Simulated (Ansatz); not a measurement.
TaN: pressure series

The reference is TaN in the rock salt structure (space group Fm-3m, No. 225; a = 4.4170 Å).

Cell and atoms are relaxed at each pressure.

All numbers come from PBE, PAW, 420 eV (Ansatz, an electronic-structure program; no SOC).

Notes on the quantities. enthalpy: H = E + PV relative to the base's energy.

```tsv
case	enthalpy	volume per atom
base	–	10.77 Å³
pressure −2 GPa	-0.13 eV/atom	10.84 Å³
pressure −1 GPa	-0.07 eV/atom	…
pressure 0.3 GPa	+0.02 eV/atom	10.76 Å³
pressure 0.7 GPa	+0.05 eV/atom	10.75 Å³
pressure 1.5 GPa	+0.10 eV/atom	10.72 Å³
pressure 3 GPa	+0.20 eV/atom	10.68 Å³
pressure 5 GPa	+0.33 eV/atom	10.62 Å³
pressure 7.5 GPa	+0.50 eV/atom	…
pressure 10 GPa	+0.66 eV/atom	…
```

What belongs in the blanks?


- pressure −1 GPa, volume per atom: 10.80 Å³
- pressure 7.5 GPa, volume per atom: 10.54 Å³
- pressure 10 GPa, volume per atom: 10.47 Å³

Load acts through the strain it causes; cell and atoms are relaxed under it. Whether these cells are dynamically stable was not tested. Competing high-pressure phases were not computed. The final runs are not spin-polarised. This is not the structure that TaN has at room temperature and ambient pressure.
